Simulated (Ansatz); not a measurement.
The starting structures come from a database of crystals and need not be the phases stable at ambient conditions.

# Evanescent states of SnF3 (Fm-3m, not sure to be the ambient phase, 8 atoms a cell, 21.0 Å³ an atom, -2 GPa at this level) along the normal of (111)

Computed with r2SCAN (plane waves, PAW; Ansatz, an electronic-structure program).

The gap is the functional's own. No spin-orbit coupling. Mid-gap values are interpolated on the energy grid.

Energies count from the valence-band top; κ is the least over a 6×6 mesh across the current.

```json
[
 {"E (eV)": "0.08", "κ (1/Å)": "0.157", "where": "off Γ"},
 {"E (eV)": "0.24", "κ (1/Å)": "0.218", "where": "off Γ"},
 {"E (eV)": "0.40", "κ (1/Å)": "0.247", "where": "Γ"},
 {"E (eV)": "0.56", "κ (1/Å)": "0.260", "where": "Γ"},
 {"E (eV)": "0.72", "κ (1/Å)": "0.269", "where": "Γ"},
 {"E (eV)": "0.88", "κ (1/Å)": "0.276", "where": "Γ"},
 {"E (eV)": "1.04", "κ (1/Å)": "0.281", "where": "Γ"},
 {"E (eV)": "1.20", "κ (1/Å)": "0.284", "where": "Γ"},
 {"E (eV)": "1.36", "κ (1/Å)": "0.284", "where": "Γ"},
 {"E (eV)": "1.52", "κ (1/Å)": "0.283", "where": "Γ"},
 {"E (eV)": "1.68", "κ (1/Å)": "0.279", "where": "Γ"},
 {"E (eV)": "1.84", "κ (1/Å)": "0.273", "where": "Γ"},
 {"E (eV)": "2.00", "κ (1/Å)": "0.265", "where": "Γ"},
 {"E (eV)": "2.16", "κ (1/Å)": "0.254", "where": "Γ"},
 {"E (eV)": "2.32", "κ (1/Å)": "0.240", "where": "Γ"},
 {"E (eV)": "2.48", "κ (1/Å)": "0.223", "where": "Γ"},
 {"E (eV)": "2.64", "κ (1/Å)": "0.200", "where": "Γ"},
 {"E (eV)": "2.80", "κ (1/Å)": "0.172", "where": "Γ"},
 {"E (eV)": "2.96", "κ (1/Å)": "0.133", "where": "Γ"},
 {"E (eV)": "3.12", "κ (1/Å)": "0.066", "where": "Γ"}
]
```

### Question
How thick must the barrier be to attenuate the transmission by 10^8 when the electrodes' Fermi level lies at 0.08 eV, and what attenuation does that film give at 1.84 eV?

### Answer
d = 8 ln 10 / (2 × 0.157) = 58.7 Å. At 1.84 eV it gives 8 × 0.273/0.157 = 13.9 decades.
